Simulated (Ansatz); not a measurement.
Partial pair distribution functions of a relaxed model of amorphous Si₇₂O₁₅₀H₁₂, broadened by 0.06 Å; density 2.15 g/cm³. Method: PBE, scalar-relativistic without spin-orbit coupling (plane waves to 420 eV, PAW; Ansatz, a first-principles code).

It comes from a melt-quench run on a machine-learned potential (CHGNet), relaxed afterwards by DFT. O atoms were pushed apart under 1.9 Å during the dynamics, to hinder bonds among them. The hot cell started wider than the set density and was brought back towards it in steps. It is the lowest in DFT energy of 8 quenches. It is a model cell: composition and starting density were chosen by hand, and all elements were melted together. No dispersion term was used. Its density started from a set value of 2.15 and ended at 2.15 g/cm³. Cooling (nominally 520 K/ps over its main leg) ran many orders faster than in experiment, which tends to leave more defects and strain. A cell of this size samples the disorder only roughly. The volume was held where the preparation left it and the shape relaxed, at a PBE pressure of 0.0 GPa.

```tsv
r (Å)	g Si-O	g O-H	g Si-Si	g O-O
0.75	0.00	0.02	0.00	0.00
0.85	0.00	1.92	0.00	0.00
0.95	0.00	12.17	0.00	0.00
1.05	0.00	5.05	0.00	0.00
1.15	0.00	0.14	0.00	0.00
1.25	0.00	0.00	0.00	0.00
1.35	0.00	0.00	0.00	0.00
1.45	0.23	0.00	0.00	0.00
1.55	7.21	0.01	0.00	0.00
1.65	16.61	0.18	0.00	0.00
1.75	3.05	0.54	0.00	0.00
1.85	0.05	0.86	0.00	0.00
1.95	0.00	0.25	0.00	0.00
2.05	0.00	0.18	0.00	0.00
2.15	0.00	0.52	0.00	0.00
2.25	0.00	0.40	0.10	0.03
2.35	0.00	0.32	0.68	0.17
2.45	0.00	0.22	0.33	0.30
2.55	0.01	0.52	0.01	2.70
2.65	0.02	0.57	0.06	6.21
2.75	0.00	0.77	0.43	4.09
2.85	0.00	1.12	1.54	1.40
2.95	0.08	0.95	3.27	0.49
3.05	0.28	0.56	3.63	0.37
3.15	0.43	1.06	3.48	0.44
3.25	0.51	1.72	1.66	0.49
3.35	0.77	1.24	0.15	0.60
3.45	1.13	1.71	0.00	0.63
3.55	1.32	1.44	0.00	0.70
3.65	1.44	0.93	0.05	0.66
3.75	1.45	0.92	0.12	0.46
3.85	1.36	1.00	0.16	0.51
3.95	1.56	1.07	0.39	0.70
4.05	1.68	1.15	0.64	0.83
4.15	1.98	0.81	0.78	0.87
4.25	1.88	0.84	0.67	0.81
4.35	1.21	0.93	0.95	0.77
4.45	0.75	0.54	1.14	0.87
4.55	0.60	0.70	1.27	0.99
4.65	0.69	1.17	1.14	1.11
4.75	0.72	1.17	1.17	1.21
4.85	0.72	1.01	1.39	1.36
4.95	0.67	0.92	1.38	1.53
5.05	0.76	0.97	1.37	1.55
5.15	0.82	0.95	1.33	1.50
5.25	0.76	0.96	1.38	1.43
5.35	0.78	0.94	1.36	1.10
5.45	0.83	0.97	1.16	0.95
5.55	0.99	1.26	1.41	0.79
5.65	1.04	1.37	1.24	0.75
5.75	1.07	1.30	0.96	0.82
5.85	1.06	0.98	0.83	0.79
5.95	1.23	0.95	0.81	0.82
```

Within 1.90 Å each Si has 4.00 O neighbours on average.
